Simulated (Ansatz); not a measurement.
Consider Nb in the bcc (W type) structure (space group Im-3m, No. 229; a = 3.248 Å; relaxed with 0.1 eV smearing). Axes: x, y, z lie along the cube axes.

Computed with Kohn–Sham DFT with the LDA functional, run in Ansatz (a quantum-chemistry and plane-wave program) with PAW and 420 eV plane waves, no spin-orbit coupling.

One thing is altered: uniaxial strain ε_zz = −2.50 %, all other strain components held at zero, atoms relaxed at fixed cell.

### Question
Predict the stress tensor and what it implies for the stiffness.

### Answer
Stress of the strained cell less that of the base (GPa, compression positive):
```
    4.0     0.0     0.0
    0.0     4.0     0.0
    0.0     0.0     7.2
```

Then −Δσ_ii/ε with ε = -0.0250 gives secant stiffness values (nonlinear terms included at this strain): C33 ≈ 288 GPa, C13 ≈ 160 GPa and C23 ≈ 160 GPa.

As a check, the harmonic strain energy −½ V₀ Δσ:ε is 9.6 meV/atom; the computed energy rise is 9.5 meV/atom.

Whether these cells are dynamically stable was not tested. All final runs are without spin polarisation.
